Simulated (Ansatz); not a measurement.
The reference is BN in the zinc blende structure (space group F-43m, No. 216; a = 3.625 Å).

One thing is altered: an isotropic linear strain of −1.39 %; the atoms relax in the strained cell.

Levels (all Ansatz, a quantum-chemistry and plane-wave program, PAW): PBE (420 eV, without spin-orbit coupling); HSE06 (420 eV, without spin-orbit coupling).

The geometry is relaxed with PBE.

| Property | Result |
|---|---|
| PBE band gap | 4.51 eV |

**Question.** What does HSE06 give at this geometry for the band gap?

**Answer.** The band gap rises by 1.326 eV to 5.83 eV.

Single points use the geometry relaxed with PBE. HSE06 gaps are upper bounds (no full band path). Stability against distortions was not tested.
